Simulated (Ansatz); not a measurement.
Abridged Ansatz (an electronic-structure program) output:

```
Relaxation: its limit of steps is 50 (relax.max_steps)
Pseudopotential: Cu, paw, valence charge 19
Pseudopotential: Au, paw, valence charge 19
Crystal: 2 atoms, lattice volume = 28.997 Å³
Basis set: ecut = 420 eV, 561 PW (Γ), exchange–correlation on 40×40×50 points (8 copies of the dense FFT grid, shifted against one another)
Bands: 23, of which v1, the nominal top of the filled ones, is band 19 counted from 1 (18 counted from 0)
Symmetry: 8 space group operations
k-points: 1089 of 6400
Functional: x = pbesol(κ = 0.804, μ = 0.12345679012345678), c = pbesol(β = 0.046)
SCF iter   1: F=—  HF=-19595.995960 eV  |F-HF|=—  |Δ(HF+E_count)|=         —  Δρ=1.78e-2  dr2=5.54e-2  ethr=1.77e-3  ⟨swp⟩=5.0  Hψ=93978  notcnv=0
SCF iter   2: F=—  HF=-19595.986665 eV  |F-HF|=—  |Δ(HF+E_count)|=   9.30e-3  Δρ=3.10e-3  dr2=2.29e-3  ethr=1.46e-4  ⟨swp⟩=2.0  Hψ=43626  notcnv=0  defer=26
SCF 1 converged in 9 iterations: F = -19595.985543 eV  dr2 = 1.53e-10
relax step   1: F+E_penalty+E_count = -19595.98554342 eV  Δ(F+E_penalty+E_count) = +0.000e0 eV  max|allowed force component| = 1.252e-29 eV/Å  Δτ_max = 0.0000 Å  (9 SCF iters, accepted)
SCF converged after 9 iterations
Free energy (F): -19595.985543 eV
Internal energy: -19595.965732 eV  (E = F + TS)
E sigma→0 (E₀):  -19595.975638 eV
Entropy (-TS):   -0.019812 eV (-9.906 meV/atom)
Fermi energy:    18.890931 eV
--- Forces (eV/Å), atoms counted from 1 ---
  atom   1  Cu    -0.00000000     0.00000000     0.00000000
  atom   2  Au    -0.00000000     0.00000000     0.00000000
--- Stress (GPa, compression-positive) ---
       -3.702594       0.000000       0.000000
        0.000000      -2.805157       0.000000
        0.000000       0.000000      -3.101969
  P = ⅓ Tr σ = -3.2032 GPa (-32.032 kbar)
--- Relaxed structure (1 steps of the walk, 1 accepted, 0 SCFs on fresh bases) ---
  atoms:
    - { symbol: Cu, position: [0.0, 0.0, 0.0] }
    - { symbol: Au, position: [0.5, 0.5, 0.5] }
```

**Question.** What was computed, and what are the main results?

**Answer.** CuAu, 2 atoms in the cell, with PBEsol (Ansatz), no SOC. The last SCF converged to F = -19595.985543 eV, or -9797.9928 eV per atom, at a pressure of -3.20 GPa. The total energy compares only with runs of the same code, potentials and settings.

The cells carry an imposed strain or load. Whether these cells are dynamically stable was not tested. The final runs are not spin-polarised. The cell was made from CuAu (space group P4/mmm, No. 123) by this change: uniaxial strain ε_xx = +2.00 %.

Keys are those of Ansatz 0.2.
